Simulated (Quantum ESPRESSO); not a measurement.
Quantum ESPRESSO run on Mg16Al12W (R3m, 29 atoms in the cell): self-consistent single point.

Level of theory: PBEsol, SSSP 1.1.2 efficiency (PBE) pseudopotentials (plane waves; Quantum ESPRESSO 7.5).

```yaml
crystal:
  lattice:
    - [7.18994, 4.15111, 3.10623]
    - [-7.18994, 4.15111, 3.10623]
    - [0.00000, -8.30222, 3.10623]
  atoms:
    - { symbol: Mg, position: [0.99399, 0.99399, 0.99399] }
    - { symbol: Mg, position: [0.00672, 0.00672, 0.64917] }
    - { symbol: Mg, position: [0.64917, 0.00672, 0.00672] }
    - { symbol: Mg, position: [0.00672, 0.64917, 0.00672] }
    - { symbol: Mg, position: [0.58428, 0.58428, 0.30300] }
    - { symbol: Mg, position: [0.30300, 0.58428, 0.58428] }
    - { symbol: Mg, position: [0.58428, 0.30300, 0.58428] }
    - { symbol: Mg, position: [0.31843, 0.31843, 0.71222] }
    - { symbol: Mg, position: [0.71222, 0.31843, 0.31843] }
    - { symbol: Mg, position: [0.31843, 0.71222, 0.31843] }
    - { symbol: Mg, position: [0.40447, 0.68075, 0.00321] }
    - { symbol: Mg, position: [0.00321, 0.40447, 0.68075] }
    - { symbol: Mg, position: [0.68075, 0.00321, 0.40447] }
    - { symbol: Mg, position: [0.00321, 0.68075, 0.40447] }
    - { symbol: Mg, position: [0.68075, 0.40447, 0.00321] }
    - { symbol: Mg, position: [0.40447, 0.00321, 0.68075] }
    - { symbol: Al, position: [0.64878, 0.64878, 0.83826] }
    - { symbol: Al, position: [0.83826, 0.64878, 0.64878] }
    - { symbol: Al, position: [0.64878, 0.83826, 0.64878] }
    - { symbol: Al, position: [0.81261, 0.81261, 0.19455] }
    - { symbol: Al, position: [0.19455, 0.81261, 0.81261] }
    - { symbol: Al, position: [0.81261, 0.19455, 0.81261] }
    - { symbol: Al, position: [0.18432, 0.36451, 0.00194] }
    - { symbol: Al, position: [0.00194, 0.18432, 0.36451] }
    - { symbol: Al, position: [0.36451, 0.00194, 0.18432] }
    - { symbol: Al, position: [0.00194, 0.36451, 0.18432] }
    - { symbol: Al, position: [0.36451, 0.18432, 0.00194] }
    - { symbol: Al, position: [0.18432, 0.00194, 0.36451] }
    - { symbol: W, position: [0.28869, 0.28869, 0.28869] }
```

Reference input (self-consistent single point, DFT, PBEsol, plane waves, SSSP 1.1.2 efficiency (PBE) pseudopotentials): ecutwfc = 40 Ry; ecutrho = 320 Ry; occupations = smearing; smearing = gauss; degauss = 0.0147 Ry; input_dft = pbesol; K_POINTS = automatic 3 3 3 0 0 0; conv_thr = 1e-10 Ry. This run's input differs from it in these lines:

```diff
@@ -16,4 +16,4 @@
   occupations = 'smearing'
-  smearing = 'gauss'
-  degauss = 0.0147
+  smearing = 'cold'
+  degauss = 0.0073499
   input_dft = 'pbesol'
```

Log, with long lists cut:

```
     Self-consistent Calculation

     iteration #  1     ecut=    40.00 Ry     beta= 0.70

---- Real-time Memory Report at c_bands before calling an iterative solver
          2284 MiB given to the printing process from OS
           355 MiB allocation reported by mallinfo(arena+hblkhd)
------------------

     negative rho (up, down):  6.819E-02 0.000E+00

     total energy              =   -1143.42159988 Ry
     estimated scf accuracy    <       2.71258541 Ry

     iteration #  2     ecut=    40.00 Ry     beta= 0.70

---- Real-time Memory Report at c_bands before calling an iterative solver
   [... lines left out ...]
          2556 MiB given to the printing process from OS
           441 MiB allocation reported by mallinfo(arena+hblkhd)
------------------

     negative rho (up, down):  6.647E-02 0.000E+00

     total energy              =   -1145.40100078 Ry
     estimated scf accuracy    <          4.2E-10 Ry

     iteration # 24     ecut=    40.00 Ry     beta= 0.70

---- Real-time Memory Report at c_bands before calling an iterative solver
          2556 MiB given to the printing process from OS
           441 MiB allocation reported by mallinfo(arena+hblkhd)
------------------

     negative rho (up, down):  6.647E-02 0.000E+00
     End of self-consistent calculation

     the Fermi energy is     5.8021 ev

!    total energy              =   -1145.40100078 Ry
     estimated scf accuracy    <          2.9E-11 Ry
     smearing contrib. (-TS)   =      -0.00060042 Ry
     internal energy E=F+TS    =   -1145.40040036 Ry

      -> PAW hartree energy AE =      31.09274693 Ry
      -> PAW hartree energy PS =     -30.99970182 Ry
      -> PAW xc energy AE      =    -936.42949181 Ry
      -> PAW xc energy PS      =      44.16069055 Ry
      -> total E_H with PAW    =      68.65017263 Ry
      -> total E_XC with PAW   =    -989.59225799 Ry

     convergence has been achieved in  24 iterations

     negative rho (up, down):  6.647E-02 0.000E+00

     Forces acting on atoms (cartesian axes, Ry/au):

   [... lines left out ...]
     Total force =     0.006214     Total SCF correction =     0.000005
   [... lines left out ...]

     negative rho (up, down):  6.647E-02 0.000E+00
          total   stress  (Ry/bohr**3)                   (kbar)     P=        1.60
   0.00001360   0.00000000   0.00000000            2.00        0.00        0.00
   0.00000000   0.00001360   0.00000000            0.00        2.00        0.00
   0.00000000   0.00000000   0.00000542            0.00        0.00        0.80

   JOB DONE.
```

The run converged in 24 iterations. Against the reference run the free energy rises by 4.0 meV/atom, the pressure hardly changes (0.20 to 0.16 GPa) and the largest force goes from 0.084 to 0.077 eV/Å. The full log also holds: “c_bands:  5 eigenvalues not converged”.

The starting cell comes from a database of computed structures (which also holds hypothetical and non-ambient phases and stackings), without a prior relaxation at this level. Spin-orbit coupling is off. Spin polarisation is off.

Cost on one core of a shared machine: roughly 20 min.
